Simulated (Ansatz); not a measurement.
We consider cubic perovskite SrVO3, described by BLYP (Ansatz, a first-principles code, PAW).

Numerical settings: plane-wave cutoff 520 eV, 14×14×14 k mesh, Fermi–Dirac smearing 0.05 eV, no spin polarisation, scalar-relativistic PAW data made under PBE.

Computed at the level's own relaxed cell.

Question: What does this level give for the volume per atom, bulk modulus, lattice constant a and pressure derivative B′ of the bulk modulus?

Answer: 
* **volume per atom**: 11.85 Å³/atom
* **bulk modulus**: 170 GPa
* **lattice constant a**: 3.899 Å
* **pressure derivative B′ of the bulk modulus**: 4.4

The run finds no gap.

Measured, for comparison: equilibrium volume per atom 11.34 Å³/atom, lattice constant a 3.842 Å (temperature not stated, not corrected to a static lattice; as tabulated in Marks et al. (2021), arXiv:2103.05797). Computed (rounded) less measured: equilibrium volume per atom +4.5 %, lattice constant a +1.5 %.

Static lattice: no zero-point or thermal effects.

Computing time: about 2.8 core-minutes (a rough figure).
